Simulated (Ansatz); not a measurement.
Start from BN in the zinc blende structure (space group F-43m, No. 216; a = 3.625 Å).

Calculations: Ansatz (a program for electronic structure) PBE, no spin-orbit coupling.

One change was made to it. Results:

The volume per atom decreases by 0.317 Å³ to 5.64 Å³; the electron mass changes from 0.91 mₑ along k, 0.30 mₑ across (at X) to 0.89 mₑ along k, 0.30 mₑ across (at X).

Task: Name the change that was made.
A) pressure −1 GPa
B) pressure 9 GPa
C) pressure 2.1 GPa
D) pressure 4.5 GPa
E) pressure 22.5 GPa

Result: E, pressure 22.5 GPa. For comparison, the electron mass in the other runs: pressure 9 GPa gives 0.90 mₑ along k, 0.30 mₑ across (at X); pressure −1 GPa gives 0.92 mₑ along k, 0.30 mₑ across (at X); pressure 2.1 GPa gives 0.91 mₑ along k, 0.30 mₑ across (at X); pressure 4.5 GPa gives 0.91 mₑ along k, 0.30 mₑ across (at X).

The levels and masses belong to the bands next to the band gap. Load acts through the strain it causes; cell and atoms are relaxed under it. Effective masses come from finite differences of ±0.01 Å⁻¹. Along k means along the line from Γ to the band edge. No phonon test of stability was made. Competing high-pressure phases were not computed.
